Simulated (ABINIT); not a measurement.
A self-consistent single point of Ca₃AsP (Pm-3m, 5 atoms in the cell) with ABINIT.

Level of theory: LDA (PW92), norm-conserving pseudopotentials (PseudoDojo nc-sr-04 LDA standard) (plane waves; ABINIT).

```xyz
5
Lattice="5.4249 0.0000 0.0000 0.0000 5.4249 0.0000 0.0000 0.0000 5.4249" Properties=species:S:1:pos:R:3 pbc="T T T"
Ca     0.0000     2.7124     2.7124
Ca     2.7124     0.0000     2.7124
Ca     2.7124     2.7124     0.0000
P      0.0000     0.0000     0.0000
As     2.7124     2.7124     2.7124
```

Reference input (self-consistent single point, DFT, PBEsol, plane waves, norm-conserving pseudopotentials (PseudoDojo nc-sr-04 PBEsol standard)): pseudos = [Ca.upf, P.upf, As.upf]; ecut = 42 Ha; occopt = 7; tsmear = 0.00183747 Ha; ngkpt = 4 4 4; nshiftk = 1; shiftk = 0 0 0; potentials = PseudoDojo nc-sr-04 PBEsol standard; nband = 33; kptopt = 1; nstep = 60; tolvrs = 1e-10. This run's input differs from it in these lines:

```diff
@@ -1,2 +1,2 @@
-# Ca3AsP, PseudoDojo nc-sr-04 PBEsol standard
+# Ca3AsP, PseudoDojo nc-sr-04 LDA standard
 pp_dirpath "./"
@@ -18,3 +18,3 @@
          0.5000000000    0.5000000000    0.5000000000
-ecut 42
+ecut 40
 occopt 7
```

Its files differ too (potentials: PseudoDojo nc-sr-04 PBEsol standard → PseudoDojo nc-sr-04 LDA standard).

Output (repeated stretches shortened):

```
--- !BeginCycle
solver: {iscf: 7, nstep: 60, nline: 4, wfoptalg: 0, }
tolerances: {tolvrs: 1.00E-10, }
...

     iter   Etot(hartree)      deltaE(h)  residm     vres2
 ETOT  1  -226.85501404634    -2.269E+02 1.346E+00 2.226E+02
 ETOT  2  -228.93366635240    -2.079E+00 5.126E-02 9.965E+02
 ETOT  3  -229.02602237988    -9.236E-02 7.630E-03 3.506E+02
 ETOT  4  -229.06775638014    -4.173E-02 7.130E-03 1.630E+01
 ETOT  5  -229.06927474475    -1.518E-03 3.766E-03 9.450E+00
   [... 9 lines left out ...]
 ETOT 15  -229.07058320303    -2.643E-11 3.521E-04 5.137E-09
 ETOT 16  -229.07058320302     7.617E-12 2.003E-04 4.110E-10
 ETOT 17  -229.07058320304    -2.302E-11 1.838E-04 7.756E-10
 ETOT 18  -229.07058320302     2.203E-11 1.504E-04 2.762E-12
 At SCF step   18       vres2   =  2.76E-12 < tolvrs=  1.00E-10 =>converged.

 Cartesian components of stress tensor (hartree/bohr^3)
  sigma(1 1)=  9.81057404E-05  sigma(3 2)=  0.00000000E+00
  sigma(2 2)=  9.81057404E-05  sigma(3 1)=  0.00000000E+00
  sigma(3 3)=  9.81057404E-05  sigma(2 1)=  0.00000000E+00

 ----iterations are completed or convergence reached----

 reduced coordinates (array xred) for    5 atoms
       0.000000000000      0.500000000000      0.500000000000
       0.500000000000      0.000000000000      0.500000000000
       0.500000000000      0.500000000000      0.000000000000
       0.000000000000      0.000000000000      0.000000000000
       0.500000000000      0.500000000000      0.500000000000
 cartesian forces (eV/Angstrom) at end:
    1     -0.00000000000000    -0.00000000000000    -0.00000000000000
   [... lines left out ...]
 Fermi (or HOMO) energy (eV) =   3.58779   Average Vxc (eV)=  -8.67095
   [... lines left out ...]
total_energy        : -2.29070583203023E+02
total_energy_eV     : -6.23332757057153E+03
band_energy         : -3.20212312719821E+01
...

-Cartesian components of stress tensor (GPa)         [Pressure= -2.8864E+00 GPa]
- sigma(1 1)=  2.88637005E+00  sigma(3 2)=  0.00000000E+00
- sigma(2 2)=  2.88637005E+00  sigma(3 1)=  0.00000000E+00
- sigma(3 3)=  2.88637005E+00  sigma(2 1)=  0.00000000E+00

 Calculation completed.
```

The run converged in 18 iterations. Against the reference run the pressure goes from -1.52 to -2.89 GPa.

The starting cell comes from a database of computed structures (which also holds hypothetical and non-ambient phases and stackings), without a prior relaxation at this level. The run gives no clean gap (levels at the Fermi energy touch, overlap or are partly filled at this smearing), which alone does not show that the compound is a metal.

Cost on one core of a shared machine: roughly 4 min.
